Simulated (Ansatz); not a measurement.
Start from BiB in the zinc blende structure (space group F-43m, No. 216; a hypothetical phase, not in the database extracts checked).

```
BiB
1.0
    0.00000     2.72781     2.72781
    2.72781     0.00000     2.72781
    2.72781     2.72781     0.00000
Bi B
1 1
Direct
  0.75000   0.75000   0.75000
  0.00000   0.00000   0.00000
```

Levels (all Ansatz, an electronic-structure program, PAW): PBEsol (420 eV, no spin-orbit coupling); PBEsol+SOC (420 eV, spin-orbit coupling included).

The geometry is relaxed with PBEsol.

| Item | Result |
|---|---|
| PBEsol band gap | 0.45 eV |
| PBEsol gap character | direct at Γ |
| PBEsol pressure | 0.00 GPa |

With PBEsol+SOC at the same geometry, the band gap drops by 0.19 eV to 0.26 eV; the gap character remains direct at Γ; the pressure goes from zero to -0.11 GPa; the hole mass (degenerate bands, along [100]) amounts to 0.032, 0.30 mₑ (at Γ). The threefold valence maximum splits by Δso ≈ 1.35 eV.

Single points use the geometry relaxed with PBEsol. Differences between runs with and without spin-orbit coupling are approximate. Spin-orbit coupling, missing from the scalar runs, can matter with Bi. Masses are band curvatures over ±0.01 Å⁻¹ around the edge. No phonon test of stability was made. The zero or small gap of BiB can change with the level of theory.
